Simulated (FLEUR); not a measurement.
**Input and output of a self-consistent single point for BaCuGe (P-6m2, 3 atoms in the cell) (FLEUR)**

Computed with LDA (Perdew-Zunger), all-electron FLAPW (FLEUR), scalar-relativistic valence in FLEUR.

Input as run:

Input of the input generator:

```
BaCuGe FLAPW
&input film=f /
7.9400927166 -0.0000000518 0.0000000000
-3.9700463135 6.8763220269 0.0000000000
0.0000000000 0.0000000000 9.4611973019
1.0
1.0 1.0 1.0

3
56 0.0000000000 0.0000000000 0.0000000000
29 0.3333333333 0.6666666667 0.5000000000
32 0.6666666667 0.3333333333 0.5000000000

&comp jspins=1 /
&exco xctyp='pz' /
&kpt div1=7 div2=7 div3=5 /
&end /
```

```xml
<?xml version="1.0" encoding="UTF-8" standalone="no"?>
<fleurInput fleurInputVersion="0.39">
   <comment>
      BaCuGe FLAPW                                                                                        
   </comment>
   <calculationSetup>
      <cutoffs Kmax="3.8" Gmax="13.3" GmaxXC="13.3" numbands="0"/>
      <scfLoop itmax="80" minDistance="0.00001" maxIterBroyd="15" imix="Anderson" alpha="0.05" precondParam="0.0" spinf="2.0"/>
      <coreElectrons ctail="T" frcor="F" kcrel="0" coretail_lmax="0"/>
      <xcFunctional name="pz" relativisticCorrections="F"/>
      <magnetism jspins="1"/>
      <soc l_soc="F" theta="0.0" phi="0.0" spav="F"/>
      <expertModes spex="0" secvar="F"/>
      <geometryOptimization l_f="T" forcealpha="1.0" forcemix="BFGS" epsdisp="0.00001" epsforce="0.00001"/>
      <ldaU l_linMix="F" mixParam="0.05" spinf="1.0"/>
   </calculationSetup>
   <cell>
      <bzIntegration valenceElectrons="35.0" mode="hist" fermiSmearingEnergy="0.00183747">
         <kPointListSelection listName="default-1"/>
         <!-- k-points included here -->
         <xi:include xmlns:xi="http://www.w3.org/2001/XInclude" href="kpts.xml"> </xi:include>
      </bzIntegration>
      <!-- symmetry operations included here -->
      <xi:include xmlns:xi="http://www.w3.org/2001/XInclude" href="sym.xml"> </xi:include>
      <bulkLattice scale="1.0">
         <bravaisMatrix>
            <row-1>    7.9400927165999997    -0.0000000518000000     0.0000000000000000</row-1>
            <row-2>   -3.9700463135000001     6.8763220268999996     0.0000000000000000</row-2>
            <row-3>    0.0000000000000000     0.0000000000000000     9.4611973019000004</row-3>
         </bravaisMatrix>
      </bulkLattice>
   </cell>
   <atomSpecies>
      <species name="Barium (Ba)" element="Ba" atomicNumber="56">
         <mtSphere radius="2.68" gridPoints="925" logIncrement="0.014"/>
         <atomicCutoffs lmax="10" lnonsphr="8"/>
         <electronConfig flipSpins="F">
            <coreConfig>(1s1/2) (2s1/2) (2p1/2) (2p3/2) (3s1/2) (3p1/2) (3p3/2) (4s1/2) (3d3/2) (3d5/2) (4p1/2) (4p3/2) (4d3/2) (4d5/2)</coreConfig>
            <valenceConfig>(5s1/2) (5p1/2) (5p3/2) (6s1/2)</valenceConfig>
         </electronConfig>
         <energyParameters s="6" p="6" d="5" f="4"/>
         <lo type="SCLO" l="0" n="5" eDeriv="0"/>
         <lo type="SCLO" l="1" n="5" eDeriv="0"/>
      </species>
      <species name="Copper (Cu)" element="Cu" atomicNumber="29">
         <mtSphere radius="2.14" gridPoints="737" logIncrement="0.017"/>
         <atomicCutoffs lmax="8" lnonsphr="6"/>
         <electronConfig flipSpins="F">
            <coreConfig>(1s1/2) (2s1/2) (2p1/2) (2p3/2) (3s1/2) (3p1/2) (3p3/2)</coreConfig>
            <valenceConfig>(4s1/2) (3d3/2) (3d5/2)</valenceConfig>
            <stateOccupation state="(4s1/2)" spinUp="0.5" spinDown="0.5"/>
         </electronConfig>
         <energyParameters s="4" p="4" d="3" f="4"/>
         <lo type="HELO" l="2" n="4" eDeriv="0"/>
      </species>
      <species name="Germanium (Ge)" element="Ge" atomicNumber="32">
         <mtSphere radius="2.14" gridPoints="737" logIncrement="0.017"/>
         <atomicCutoffs lmax="8" lnonsphr="6"/>
         <electronConfig flipSpins="F">
            <coreConfig>(1s1/2) (2s1/2) (2p1/2) (2p3/2) (3s1/2) (3p1/2) (3p3/2)</coreConfig>
            <valenceConfig>(4s1/2) (3d3/2) (3d5/2) (4p1/2) (4p3/2)</valenceConfig>
            <stateOccupation state="(4p1/2)" spinUp="0.3333333333333" spinDown="0.3333333333333"/>
            <stateOccupation state="(4p3/2)" spinUp="0.6666666666667" spinDown="0.6666666666667"/>
         </electronConfig>
         <energyParameters s="4" p="4" d="3" f="4"/>
         <lo type="HELO" l="2" n="4" eDeriv="0"/>
      </species>
   </atomSpecies>
   <atomGroups>
      <atomGroup species="Barium (Ba)">
         <relPos label="                   1">.0000000000 .0000000000 .0000000000</relPos>
         <force calculate="T" relaxXYZ="TTT"/>
      </atomGroup>
      <atomGroup species="Copper (Cu)">
         <relPos label="                   2">1.000/3.000 -1.000/3.000 1.000/2.000</relPos>
         <force calculate="T" relaxXYZ="TTT"/>
      </atomGroup>
      <atomGroup species="Germanium (Ge)">
         <relPos label="                   3">-1.000/3.000 1.000/3.000 1.000/2.000</relPos>
         <force calculate="T" relaxXYZ="TTT"/>
      </atomGroup>
   </atomGroups>
   <output dos="F" band="F" slice="F">
      <checks vchk="F" cdinf="F"/>
      <bandDOS minEnergy="-.5*Htr" maxEnergy="0.5*Htr" sigma="0.015" storeEVData="T"/>
      <vacuumDOS vacdos="F" integ="F" star="F" nstars="0" locx1="0.0" locy1="0.0" locx2="0.0" locy2="0.0" nstm="0" tworkf="0.0"/>
      <unfoldingBand unfoldBand="F" supercellX="1" supercellY="1" supercellZ="1"/>
      <plotting iplot="0" polar="F">
         <plot TwoD="T" vec1="  1.0  0.0  0.0" vec2="  0.0  1.0  0.0" vec3="  0.0  0.0  1.0" zero="  0.0  0.0  0.0" file="plot"/>
      </plotting>
      <chargeDensitySlicing numkpt="0" minEigenval="0.0" maxEigenval="0.0" nnne="0" pallst="F"/>
      <specialOutput eonly="F"/>
      <magneticCircularDichroism mcd="F" energyLo="-10.0" energyUp="0.0"/>
   </output>
  <!-- We include the file relax.xml here to enable relaxations (see documentation) -->
  <xi:include xmlns:xi="http://www.w3.org/2001/XInclude" href="relax.xml"> <xi:fallback/> </xi:include>
</fleurInput>
```

Output, abridged:

```
      Welcome to FLEUR        (www.flapw.de)
      MaX-Release 8.1          (www.max-centre.eu)

 ========== k-point set info ==========
 Selected k-point list: default-1
 k-point list type: mesh
 7 x 7 x 5
 Number of k points: 24

 ------------Calculation Setup---------------------------
           1           2           3           4           6           8          12          24
 Number of basis functions:          520
 Iteration:     1   Distance:      24.25192357 me/bohr^3
 Iteration:     2   Distance:      11.96227551 me/bohr^3
 Iteration:     3   Distance:       5.07809047 me/bohr^3
 Iteration:     4   Distance:       5.75927477 me/bohr^3
 Iteration:     5   Distance:       2.47241948 me/bohr^3
 Iteration:     6   Distance:       2.47249317 me/bohr^3
   [... 11 lines left out ...]
 Iteration:    18   Distance:       0.00010945 me/bohr^3
 Iteration:    19   Distance:       0.00004569 me/bohr^3
 Iteration:    20   Distance:       0.00008278 me/bohr^3
 Iteration:    21   Distance:       0.00002853 me/bohr^3
 Iteration:    22   Distance:       0.00000448 me/bohr^3

 Run finished successfully
 Stop message:
   Structural relaxation: Done

[file out, last iteration]
             iter=     23
          p o t e n t i a l   g e n e r a t o r
[...]
          integral of pseudo charge density inside the slab=        0.000000   0.000000
     coulomb potential in the interstitial region:
          density-coulomb potential integrals
          total density-coulomb potenti   -19209.8955067334
          density-effective potential integrals for spin  1
          total density-effective poten   -1.9652532011E+04
          charge density-energy density integrals
          total charge density-energy d   -3.3390710998E+02
 Updated energy parameters for spin:           1
  Atom    1 6s branch from -0.57 to  3.06 htr. ; e_l =  0.2053
  Atom    1 6p branch from  0.13 to  3.79 htr. ; e_l =  0.3139
  Atom    1 5d branch from -2.79 to  1.26 htr. ; e_l =  0.2902
  Atom    1 4f branch from -9.99 to  0.67 htr. ; e_l =  0.4667
  Atom    1 5s branch from -8.43 to -0.57 htr. ; e_l(l -0.7481
  Atom    1 5p branch from -6.13 to  0.13 htr. ; e_l(l -0.2185
  Atom    2 4s branch from -3.84 to  1.86 htr. ; e_l =  0.1092
  Atom    2 4p branch from -2.28 to  2.52 htr. ; e_l =  0.2590
  Atom    2 3d branch from -9.99 to  0.28 htr. ; e_l =  0.1611
  Atom    2 4f branch from -9.99 to  4.00 htr. ; e_l =  0.5851
  Atom    2-4d branch from  2.70 to  2.70 htr. ; e_l(l  2.7045
  Atom    3 4s branch from -5.68 to  1.11 htr. ; e_l = -0.0751
  Atom    3 4p branch from -3.75 to  1.82 htr. ; e_l =  0.1399
  Atom    3 3d branch from -9.99 to -0.57 htr. ; e_l = -0.5940
  Atom    3 4f branch from -9.99 to  3.75 htr. ; e_l =  0.4992
  Atom    3-4d branch from  2.23 to  2.23 htr. ; e_l(l  2.2320
[...]
 fermi energy and band-weighting factors:
at   0.57143  -0.14286   0.40000   k-weight:    0.048980
   27 eigenvalues :
   -0.743450   -0.602536   -0.602345   -0.600917   -0.600877   -0.600677   -0.216188   -0.201130
   -0.200798   -0.021103    0.127984    0.154880    0.157615    0.164673    0.166186    0.168989
    0.229450    0.256432    0.298954    0.405566    0.439205    0.465776    0.477401    0.494764
    0.501780    0.536647    0.544651
   [... 2 blocks of this kind left out ...]

[...]
FERMIE:
          first approx. to ef    (T=0)  :   0.263933 htr   (energy of the highest occ. eigenvalue)
          number of occ. states  (T=0)  :        415
          first approx. to seigv (T=0)  :  -6.126661 htr
          sum of weights of occ. states :  17.518367
          sum of semicore charge        :   0.000000 e
FERHIS:  Fermi-Energy by histogram:
          bandgap                     :   0.004451 htr
          charge neutrality (T=0)     :   0.036735    (zero if the highest occ. eigenvalue is "entirely" occupied)
     EF_NEWTON:  Adjust Fermi-Energy by Newton-Method.
               Number of iterations needed  :   4
               The error in the weight is   : -0.88818E-15
               The error in ef is           :  0.37806E-16 htr
     -->  new fermi energy            :   0.265964 htr
          valence charge              :  35.000000 e
          actual charge blw ef-8kt    :  33.951020 e
          actual charge blw ef+8kt    :  35.000000 e
          number of occ. states       :       422
          sum of the valence weights  :   17.500000
          entropy         :   0.309727 *kb htr/K =   0.00000 htr/K
          sum of val. single particle energies:        -6.1360662859 htr
 Direct bandgap for spin            1 :    2.5217950567988062E-002  Htr
 at k-point           18  with k-vector   0.42857142857142855        0.0000000000000000        0.0000000000000000
          valence density: spin= 1
[...]
     l-like charge
     atom     s        p        d        f        total
 -->  1    1.96116  5.24321  0.24760  0.01826    7.47130
 -->  2    0.42160  0.24308  9.01322  0.00476    9.68365
 -->  3    1.00521  0.96220  9.94100  0.00577   11.91578
          total charge for spin  1=   35.000000
          interst. charge =       5.929263
          mt charge=              7.471302    9.683651   11.915784
          total charge  =   35.000000
          z= 56.     r(1)=  0.645805E-05     dx= 0.014000     m.t.index= 925
               n    l     j    energy       weight
               1.   0.   0.5-1366.2267      2.0000
               2.   0.   0.5 -215.4797      2.0000
               2.   1.   0.5 -203.0387      2.0000
   [... 11 lines left out ...]
          atom type    1  (spin 1)
          kinetic energy=  0.863415821111E+04     sum of the eigenvalues= -0.500135488583E+04
          0.00092675  electrons lost from core.
   [... 2 blocks of this kind left out ...]

          total charge for spin  1=  117.000000
          interst. charge =       5.941091
          mt charge=             53.470375   27.674123   29.914412
          total charge  =  117.000000
          zc=   117.000000     qfix=    1.000000
     t o t a l  e n e r g y
          sum of eigenvalues =             -7152.1102193600
          density-coulomb potential int   -19209.8955067334
          density-effective potential i   -19652.5320111477
          charge density-ex.-corr.energ     -333.9071099759
          el.-nucl. inter. diff. m.t.       9876.0012111406
          Madelung term for atom type:       -30.8527598177
          el.-nucl. inter. diff. m.t.       1985.5872973999
          Madelung term for atom type:       -12.4593657433
          el.-nucl. inter. diff. m.t.       2520.1539882159
          Madelung term for atom type:       -18.3464729007
 ---->    total energy=                   -11881.8341667730 htr
 ---->    (input%tkb*entropy) TS=              0.0005691139 htr
 ---->    free energy=                    -11881.8347358869 htr
      extrapolation for T->0
 ---->    total electron energy=          -11881.8344513299 htr
 ***** TOTAL FORCES ON ATOMS *****
 TOTAL FORCE FOR ATOM TYPE=  1  X=  0.000   Y=  0.000   Z=  0.000
                       FX_TOT= 0.000000 FY_TOT= 0.000000 FZ_TOT= 0.000000
 TOTAL FORCE FOR ATOM TYPE=  2  X=  3.970   Y= -2.292   Z=  4.731
                       FX_TOT= 0.000000 FY_TOT= 0.000000 FZ_TOT= 0.000000
 TOTAL FORCE FOR ATOM TYPE=  3  X= -3.970   Y=  2.292   Z=  4.731
                       FX_TOT= 0.000000 FY_TOT= 0.000000 FZ_TOT= 0.000000
 Structural relaxation: Done
```

The run converged in 22 iterations. FLEUR gives forces in its relaxation mode, with a further iteration, so its stop message speaks of a relaxation.

The starting cell comes from a database of computed structures (which also holds hypothetical and non-ambient phases and stackings), without a prior relaxation at this level. Its lattice was rescaled by a random factor within 2.5 % of one. Spin polarisation is off. Values depend on the basis (sphere radii, cutoffs, local orbitals), which need not be converged. The log's line on a gap gives a spacing of levels on this mesh, which the program prints for metals too.

Cost on one core of a shared machine: roughly 2 min.
